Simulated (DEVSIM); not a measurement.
Structure: illuminated Si p-on-n cell, one wavelength, with a back-surface field, at 300 K.

Layer 1 from the left is Si, thickness (μm) 0.820, Na (cm⁻³) 3.5e18, τn (s) 1.2e-7, τp (s) 3.2e-7, absorption coefficient (cm⁻¹) 220. Layer 2 from the left is Si, thickness (μm) 27.0, Nd (cm⁻³) 2.7e15, τn (s) 5.6e-7, τp (s) 5.6e-7, absorption coefficient (cm⁻¹) 220. Layer 3 from the left is Si, thickness (μm) 0.230, Nd (cm⁻³) 5.6e18, τn (s) 5.6e-7, τp (s) 5.6e-7, absorption coefficient (cm⁻¹) 220.

Left contact: ohmic, minority electron recombination velocity 8e6 cm/s. Right contact: ohmic, minority hole recombination velocity 30000 cm/s. Voltage is applied to the left contact. Recombination: SRH at mid-gap, radiative, Auger. Light enters at the left, 2.2e17 photons cm⁻² s⁻¹, one pass, no reflection. Mobility is constant in doping.

This is a model device: material constants are rounded textbook-type values typed into the input, and sizes, dopings and lifetimes were drawn at random. Values at 300 K.

Si: gap (eV) 1.124, affinity (eV) 4.05, permittivity 11.7, Nc (cm⁻³) 2.86e19, Nv (cm⁻³) 3.1e19, μn (cm²/Vs) 1417, μp (cm²/Vs) 470, B (cm³/s) 4.7e-15, Cn (cm⁶/s) 2.8e-31, Cp (cm⁶/s) 9.9e-32.

DEVSIM, 1D drift-diffusion, Boltzmann statistics, complete ionisation; no tunnelling, impact ionisation, image-force lowering or self-heating.

What does the simulation give for the dark forward voltage at 1 A/cm², the share of generated pairs collected at short circuit, the fill factor, the potential step across the device at zero bias?

dark forward voltage at 1 A/cm² 0.646 V; share of generated pairs collected at short circuit 0.771; fill factor 0.80; potential step across the device at zero bias 1.025 V.
